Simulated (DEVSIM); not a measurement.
Device: Si p-n junction from an implanted or diffused profile, at 350 K.

Layer 1 from the left is Si, thickness (μm) 4.50, Nd (cm⁻³) 6.3e15, τn (s) 0.00037, τp (s) 0.00037.

Added acceptor profile: 1.7e18 cm⁻³ × exp(−(x − 0 μm)²/(2·(0.096 μm)²)). Left contact: ohmic. Right contact: ohmic. Voltage is applied to the left contact. Recombination: SRH at mid-gap, Auger. Gap narrowing is on: ΔEg = 6.92 meV × (l + √(l² + 0.5)), l = ln(N/1.3e17 cm⁻³), shared equally by both band edges. Mobility is constant in doping.

This is a model device: material constants are rounded textbook-type values typed into the input, and sizes, dopings and lifetimes were drawn at random. Values at 300 K; Nc and Nv go as T^1.5, mobilities as T to minus their exponent, the gap by Varshni's rule with the affinity fixed.

Si: gap (eV) 1.124, affinity (eV) 4.05, permittivity 11.7, Nc (cm⁻³) 2.86e19, Nv (cm⁻³) 3.1e19, μn (cm²/Vs) 1417, μp (cm²/Vs) 470, T exponent of μn 2.3, T exponent of μp 2.2, Cn (cm⁶/s) 2.8e-31, Cp (cm⁶/s) 9.9e-32, Varshni α (eV/K) 0.000473, Varshni β (K) 636.

DEVSIM, 1D drift-diffusion, Boltzmann statistics, complete ionisation; no tunnelling, impact ionisation, image-force lowering or self-heating.

Q: What does the simulation give for the potential step across the device at zero bias, the dark forward voltage at 1 A/cm², the dark forward voltage at 100 A/cm²?

A: potential step across the device at zero bias 0.737 V; dark forward voltage at 1 A/cm² 0.469 V; dark forward voltage at 100 A/cm² 0.629 V.
